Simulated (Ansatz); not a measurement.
Base system: Hf in the hcp (Mg type) structure (space group P6_3/mmc, No. 194).

```xyz
2
Lattice="3.2041 0.0000 0.0000 -1.6021 2.7749 0.0000 0.0000 0.0000 5.0689" Properties=species:S:1:pos:R:3 pbc="T T T"
Hf     0.0000     1.8499     3.8017
Hf     1.6021     0.9250     1.2672
```

Method: Kohn–Sham DFT with the PBE functional, run in Ansatz (an electronic-structure program) with PAW and 420 eV plane waves, no SOC, earlier PAW set.

Before the change:

```
Quantity               Result
-------------------  --------
Lattice parameter a  320.4 pm
c/a ratio               1.582
```

One thing is altered: a hydrostatic pressure of 18 GPa.

Problem. What does the calculation give for the lattice parameter a after the change?

Solution. The lattice parameter a shrinks by 14.56 pm (320.4 pm → 305.9 pm).

Problem. Estimate the effect on the c/a ratio.

Solution. The c/a ratio rises by 0.009 to 1.591.

Load acts through the strain it causes; cell and atoms are relaxed under it. Whether these cells are dynamically stable was not tested. Competing high-pressure phases were not computed. The final runs are not spin-polarised.
